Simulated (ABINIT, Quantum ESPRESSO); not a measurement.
A Quantum ESPRESSO input for a self-consistent single point of TaAl3 (I4/mmm, 4 atoms in the cell) (DFT, PBEsol, plane waves, PSlibrary ultrasoft (PBE) pseudopotentials):

```fortran
&control
   calculation = 'scf',
   prefix = 'scf',
   outdir = './out',
   pseudo_dir = './',
   tprnfor = .true.,
   tstress = .true.,
/
&system
   ibrav = 0,
   nat = 4,
   ntyp = 2,
   ecutwfc = 50,
   ecutrho = 300,
   occupations = 'smearing',
   smearing = 'gauss',
   degauss = 0.0073499,
   input_dft = 'pbesol',
/
&electrons
   conv_thr = 1.0d-10,
   mixing_beta = 0.3,
/
ATOMIC_SPECIES
Ta   180.9479  Ta.pbe-spn-rrkjus_psl.1.0.0.UPF
Al    26.9815  Al.pbe-n-rrkjus_psl.1.0.0.UPF
ATOMIC_POSITIONS crystal
Ta    0.000000000    0.000000000    0.000000000
Al    0.500000000    0.500000000    0.000000000
Al    0.750000000    0.250000000    0.500000000
Al    0.250000000    0.750000000    0.500000000
K_POINTS automatic
11 11 11  0 0 0
CELL_PARAMETERS angstrom
  -1.917100000     1.917100000     4.251295000
   1.917100000    -1.917100000     4.251295000
   1.917100000     1.917100000    -4.251295000
```

Q: Translate this input to ABINIT.

A: This is the input that was run; spellings and numerical settings could be chosen otherwise.

```
# TaAl3, JTH v2.0 PBE PAW
pp_dirpath "./"
pseudos "Ta.GGA_PBE-JTH.xml, Al.GGA_PBE-JTH.xml"
acell 3*1.0
rprim
        -3.6227939535    3.6227939535    8.0337832250
         3.6227939535   -3.6227939535    8.0337832250
         3.6227939535    3.6227939535   -8.0337832250
natom 4
ntypat 2
znucl 73 13
typat 1 2 2 2
xcart
         0.0000000000    0.0000000000    0.0000000000
        -0.0000000000    0.0000000000    4.2512950000
         0.0000000000    1.9171000000    2.1256475000
         1.9171000000    0.0000000000    2.1256475000
      Angstrom
ecut 42 Ry
pawecutdg 84 Ry
pawxcdev 0
ixc -116133
occopt 7
tsmear 0.1 eV
nband 16
kptopt 1
ngkpt 11 11 11
nshiftk 1
shiftk 0 0 0
nstep 60
tolvrs 1.0e-11
prtwf 0
prtden 0
prtvol 1
```

Basis, cutoffs, solver keys and any potentials are the target program's own. This input uses DFT, PBEsol, plane waves, PAW (JTH v2.0 PBE PAW, files made for PBE). Both were run: pressure -0.11 GPa in Quantum ESPRESSO and -0.21 in ABINIT.

On ABINIT: the starting cell comes from a database of computed structures (which also holds hypothetical and non-ambient phases and stackings), without a prior relaxation at this level. Spin polarisation is off. The potentials were made for another functional than the one used.

On Quantum ESPRESSO: the starting cell comes from a database of computed structures (which also holds hypothetical and non-ambient phases and stackings), without a prior relaxation at this level. Spin polarisation is off.
